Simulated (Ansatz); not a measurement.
**SrMoO3 (space group I4/mcm, No. 140; a cell from a computed database, its experimental status unchecked)**

SrMoO3 is taken in the tetragonal space group I4/mcm (No. 140), Pearson symbol tI20. Lattice parameters: a = 5.584 Å, b = 5.584 Å, c = 7.904 Å, α = 90.00°, β = 90.00°, γ = 90.00°. Sr on 4b sees 12 O at 2.739–2.849 Å (cuboctahedral). Mo on 4c is coordinated by 6 O at 1.976 Å (octahedral). O1 on 8h is surrounded by 2 Mo at 1.976 Å and 4 Sr at 2.739–2.849 Å (octahedral). O2 on 4a is coordinated by 2 Mo at 1.976 Å and 4 Sr at 2.792 Å (octahedral). (Neighbours: up to the widest gap in distance over summed covalent radii, below 1.35, at either atom; cation-cation and far metal-metal contacts left out.)
(The calculation used a cell of 10 atoms; values per cell refer to that cell.)

Calculations: PBEsol (Ansatz, a program for electronic structure; PAW; 420 eV plane waves; without spin-orbit coupling). k-mesh 12×12×12 (Γ-centred); smearing 0.05 eV (Fermi–Dirac).

The volume per atom is 12.32 Å³, the density is 6.24 g/cm³ and the band gap is zero. The total energy is -2015.407 eV/atom (σ→0; compares only within this code and set-up).

Whether these cells are dynamically stable was not tested. No Hubbard U is applied, and correlation can decide whether such a compound is a metal. The final runs are not spin-polarised.
